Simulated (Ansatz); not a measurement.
**Band gap of Zr7N4O8 (P-1, No. 2, 19 atoms in the cell; start mp-35527) at several levels of theory**

No measured value is used here.

```tsv
level (code)	value (eV)
LDA (Ansatz)	(withheld)
PBEsol+SOC (Ansatz)	2.63 (indirect)
HSE06 (Ansatz)	3.92
```

Task: What belongs in the gaps?

Result: 
- LDA (Ansatz, a quantum-chemistry and plane-wave program), value (eV): 2.58

Computed values are for a static lattice. Levels without +SOC have no spin–orbit coupling; where heavier elements are present it shifts gaps, mostly down, and can invert bands.  PBEsol+SOC: the gap is read on the k mesh or supercell of the run alone and can be too large. Values are at the PBEsol cell. Cutoffs and k meshes differ between the levels. Ansatz's density-functional and Hartree–Fock values are scalar-relativistic unless marked +SOC, with PAW data made under PBE.

A start named mp-… is a Materials Project structure, which need not be a measured phase.
